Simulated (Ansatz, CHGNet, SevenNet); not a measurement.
**Lattice parameter a of Al₂Cu (I4/mcm, No. 140; start mp-998) at several levels of theory**

No measured value is used here.

```csv
level (code),value (Å)
CHGNet 0.3.0 (CHGNet),5.947
SevenNet-l3i5 (SevenNet),6.046
LDA (Ansatz),5.940
PBE (Ansatz),6.058
PBEsol (Ansatz),[?]
```

### Question
Some entries are withheld; supply them.

### Answer

- PBEsol (Ansatz, an electronic-structure program), value (Å): 5.999

CHGNet 0.3.0, SevenNet-l3i5, LDA, PBE, PBEsol: the relaxation could not lower the start's symmetry, so the cell can be a saddle point above a distorted one. Ansatz's density-functional and Hartree–Fock values are scalar-relativistic unless marked +SOC, with PAW data made under PBE.

Machine-learned potentials (CHGNet 0.3.0, SevenNet-l3i5) are trained on DFT data, which may include these solids.

A start named mp-… is a Materials Project structure, which can be a computed phase never made.
